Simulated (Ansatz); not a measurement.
# Gd_Li (ferroelectric LiNbO3 host)

The numbers are results of PBE, PAW (plane waves to 420 eV; Ansatz, a quantum-chemistry and plane-wave program), not measurements. The supercell holds 120 host sites (2×2×1 repeats of a cell of 30 atoms), with a 2×2×2 Γ-centred k-point sampling for the final energies. Site at the start: the Li site. Finite-size correction: monopole term and site-potential alignment. Dielectric constants: PBE linear response of the host. Host gap at this level: 3.53 eV. These values are not converged in cell size to better than tenths of an eV. PBE underestimates the host's gap, which shifts levels and can delocalise carriers. Spin–orbit coupling is left out, and no Hubbard U is applied to the open shells. Each state is the lowest found from its start.

Charges with a result: +2, +1, −1. Others weren't obtained, and one of them could lie lower, also by skipping a charge.

| charge | moment (μB) | point group | largest move off a lattice site (Å) | image correction with alignment (eV) |
|---|---|---|---|---|
| +2 | 7.0 | C3 | 0.34 | 0.75 |
| +1† | 6.0 | – | 0.31 | 0.35 |
| −1† | 7.0 | – | 0.55 | -0.33 |

† Not settled in this cell, so no level is given: charge +1: carriers not clearly localised; charge −1: a level filled in part, carriers not clearly localised.

Point groups are those of the whole cell at tolerances of 0.03 and 0.1 Å ("near" where only the looser one holds); none is given for unsettled states.

Starting moments that weren't kept: charge −1 began with 4 μB and ended with 7.0.

No usable result was obtained for charge 0.

Flagged in the runs: a host whose relaxation on this sampling wasn't shown to rest, a strain field that reaches the edge of the cell.

All states together cost around 22 core-hours (rough).
